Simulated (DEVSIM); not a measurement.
Device: abrupt In0.53Ga0.47As n-p junction, at 300 K.

| layer (left to right) | material | thickness (μm) | Nd (cm⁻³) | Na (cm⁻³) | τn (s) | τp (s) |
|---|---|---|---|---|---|---|
| 1 | In0.53Ga0.47As | 77.0 | 6.8e16 | - | 7.9e-10 | 7.9e-10 |
| 2 | In0.53Ga0.47As | 4.10 | - | 4.8e17 | 7.9e-10 | 7.9e-10 |

Left contact: ohmic. Right contact: ohmic. Voltage is applied to the left contact. Recombination: SRH at mid-gap, Auger. Mobility is μmin + (μ − μmin)/(1 + (N/Nref)^α).

This is a model device: material constants are rounded textbook-type values typed into the input, and sizes, dopings and lifetimes were drawn at random. Values at 300 K.

```tsv
parameter	In0.53Ga0.47As
gap (eV)	0.74
affinity (eV)	4.51
permittivity	13.9
Nc (cm⁻³)	2.1e17
Nv (cm⁻³)	7.7e18
μn (cm²/Vs)	12000
μp (cm²/Vs)	300
μn,min	300
μp,min	10
Nref,n	1.3e17
Nref,p	4.9e17
αn	0.48
αp	0.4
Cn (cm⁶/s)	5e-29
Cp (cm⁶/s)	5e-29
```

Model (solved in DEVSIM): 1D drift-diffusion, Boltzmann statistics, complete ionisation; no tunnelling, impact ionisation, image-force lowering or self-heating.

**Question.** Tabulate band edges, carrier densities and field at zero bias.

**Answer.** Energies count from the Fermi level of the right contact; mesh points crowd at the junctions.

| x (μm) | Ec (eV) | Ev (eV) | n (cm⁻³) | p (cm⁻³) | field (V/cm) |
|---|---|---|---|---|---|
| 0.000 | 0.029 | -0.711 | 6.8e16 | 8800000 | ≈ 0 |
| 0.04258 | 0.029 | -0.711 | 6.8e16 | 8800000 | ≈ 0 |
| 0.1683 | 0.029 | -0.711 | 6.8e16 | 8800000 | ≈ 0 |
| 0.5093 | 0.029 | -0.711 | 6.8e16 | 8800000 | ≈ 0 |
| 2.111 | 0.029 | -0.711 | 6.8e16 | 8800000 | ≈ 0 |
| 5.896 | 0.029 | -0.711 | 6.8e16 | 8800000 | ≈ 0 |
| 17.08 | 0.029 | -0.711 | 6.8e16 | 8800000 | ≈ 0 |
| 55.26 | 0.029 | -0.711 | 6.8e16 | 8800000 | ≈ 0 |
| 69.18 | 0.029 | -0.711 | 6.8e16 | 8800000 | ≈ 0 |
| 74.19 | 0.029 | -0.711 | 6.8e16 | 8800000 | ≈ 0 |
| 76.04 | 0.029 | -0.711 | 6.8e16 | 8800000 | ≈ 0 |
| 76.78 | 0.029 | -0.711 | 6.8e16 | 8800000 | 15 |
| 76.94 | 0.141 | -0.599 | 9.1e14 | 6.6e8 | 39000 |
| 76.99 | 0.502 | -0.238 | 7.9e8 | 7.6e14 | 89000 |
| 77.05 | 0.668 | -0.072 | 1300000 | 4.8e17 | 160 |
| 77.18 | 0.668 | -0.072 | 1200000 | 4.8e17 | ≈ 0 |
| 77.54 | 0.668 | -0.072 | 1200000 | 4.8e17 | ≈ 0 |
| 78.59 | 0.668 | -0.072 | 1200000 | 4.8e17 | ≈ 0 |
| 80.40 | 0.668 | -0.072 | 1200000 | 4.8e17 | ≈ 0 |
| 80.87 | 0.668 | -0.072 | 1200000 | 4.8e17 | ≈ 0 |
| 81.03 | 0.668 | -0.072 | 1200000 | 4.8e17 | ≈ 0 |
| 81.10 | 0.668 | -0.072 | 1200000 | 4.8e17 | ≈ 0 |
